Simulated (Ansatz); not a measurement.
**Converging the plane-wave cutoff: ZnCu₂SnSe₄ (Fmm2, 8 atoms in the cell)**

```xyz
8
Lattice="-2.8933 2.8933 5.7892 2.8933 -2.8933 5.7892 2.8933 2.8933 -5.7892" Properties=species:S:1:pos:R:3 pbc="T T T"
Zn     0.0000     0.0000     0.0500
Cu     0.0000     2.8933     2.8946
Cu     2.8933     0.0000     2.8946
Sn     0.0000     0.0000     5.7892
Se     1.4991     1.4991     4.2238
Se     1.4991    -1.4991     7.3546
Se     1.3942     1.3942    -1.5654
Se    -1.4991     1.4991     7.3546
```

Computed with LDA (PW92), default PAW files made with PBE (plane waves; Ansatz, an electronic-structure program).

Base settings: basis.ecutwfc = 420 eV; kpoints.mp_grid.grid = 3 3 3; hamiltonian.xc = lda; hamiltonian.pseudopotentials = {kind: paw} (the program's default PAW files); scf.occupations.method = gaussian; scf.occupations.width = 0.1 eV.

The second cell is the first with its lattice scaled by 0.98.

The mesh stays at the base's, so the ladder's end is converged at best in this setting alone.

The first pressure column holds Ansatz's estimate of the finite-basis (Pulay) stress, which hides part of the cutoff error; the other is without it.

Only quantities that move along the ladder and can be compared are tabulated.

The count of work is k-points × plane waves × bands × iterations; it is no time. 

The starting cell comes from a database of computed structures (which also holds hypothetical and non-ambient phases and stackings), without a prior relaxation at this level. Its lattice was rescaled by up to half a per cent. One atom was moved a little off its site on purpose. Spin polarisation is off. In the base run, with a pressure of about -6 GPa the cell is away from its equilibrium volume at this level. The run gives no clean gap (levels at the Fermi energy touch, overlap or are partly filled at this smearing), which alone does not show that the compound is a metal. Without a gap this mesh is coarse (it stands for a supercell whose shortest vector is 17 Å).

```csv
basis.ecutwfc,free energy less the last step's (meV/atom),energy of the compressed cell less the first (meV/atom),pressure (GPa),pressure without the Pulay estimate (GPa),largest difference of a force vector from the last step's (eV/Å),count of work / last
145 eV,46555.57,-1036.60,2.31,-1064.73,1.550,0.067
170 eV,18809.96,66.18,0.13,-494.93,1.274,0.079
190 eV,9385.46,3.80,-4.95,-280.24,0.613,0.100
210 eV,4661.05,-117.11,-4.52,-161.32,0.238,0.12
230 eV,2186.55,0.56,-4.90,-90.59,0.151,0.12
250 eV,981.78,-8.73,-5.32,-50.21,0.098,0.14
295 eV,131.87,-37.36,-5.61,-13.93,0.018,0.18
335 eV,17.16,-36.64,-5.58,-6.91,0.004,0.21
380 eV,2.93,-36.96,-5.66,-5.76,0.001,0.23
420 eV,1.65,-37.10,-5.68,-5.72,0.001,0.27
460 eV,0.93,-37.14,-5.68,-5.71,0.000,0.31
505 eV,0.53,-37.14,-5.68,-5.69,0.000,0.35
565 eV,0.35,-37.15,-5.68,-5.69,0.000,0.42
630 eV,0.20,-37.15,-5.68,-5.69,0.000,0.50
735 eV,0.06,-37.16,-5.68,-5.69,0.000,0.62
840 eV,0.03,-37.16,-5.68,-5.68,0.000,0.77
1010 eV,0.00,-37.16,-5.68,-5.68,0.000,1.0
```

Coarsest basis.ecutwfc that holds the free energy within 1 meV/atom of the last step, with all finer ones: 460 eV, at 0.31 of the last step's count of work; the step before is off by 1.7 meV/atom.

Coarsest basis.ecutwfc that holds the energy of the compressed cell less the first within 2 meV/atom of the last step, with all finer ones: 295 eV, at 0.18 of the last step's count of work; the step before is off by 28 meV/atom.

Coarsest basis.ecutwfc that holds the pressure without the Pulay estimate within 0.5 GPa of the last step, with all finer ones: 380 eV, at 0.23 of the last step's count of work; the step before is off by 1.2 GPa.

The energy difference between the two cells stays within 1 meV/atom of the last step's from 295 eV on, the total only from 460 eV on: much of the error is common to both cells and cancels.

At the lowest cutoff the pressure without the Pulay estimate lies 1060 GPa under the last step's, the usual sign of Pulay stress in an incomplete plane-wave basis.

Keys are those of Ansatz 0.2.
